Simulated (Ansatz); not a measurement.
**What isotropic strain +1.50 % does to NaF**

The reference is NaF in the rock salt structure (space group Fm-3m, No. 225; a = 4.7012 Å).

The change: the cell is scaled by 1.0150 in all directions, atoms relaxed at fixed cell.

The values are results of PBE/PAW in Ansatz (a quantum-chemistry and plane-wave program), no SOC, not measurements. Settings: 12×12×12 k-points, 0.05 eV Fermi–Dirac smearing.

Volume per atom: 13.58 Å³ (base 12.99 Å³)
Space group: Fm-3m (No. 225) (base Fm-3m (No. 225))
Shortest interatomic distance: 2.386 Å (base 2.351 Å)
Energy relative to the base (free energy F): +3.5 meV/atom
Pressure: -1.81 GPa (base 0.00 GPa)
Band gap: 5.86 eV (base 6.09 eV)
Gap character: direct at Γ (base direct at Γ)
Mean gap deformation potential ΔEg/Δln V: -5.0 eV
Width of the top valence band: 0.50 eV (base 0.53 eV)
Electron mass: 0.57 mₑ (at Γ) (base 0.56 mₑ (at Γ))

Cost of the whole job for the changed cell (relaxation, final SCF and bands): around 4 core-seconds (rough).

Effective masses come from finite differences of ±0.01 Å⁻¹. Whether these cells are dynamically stable was not tested.
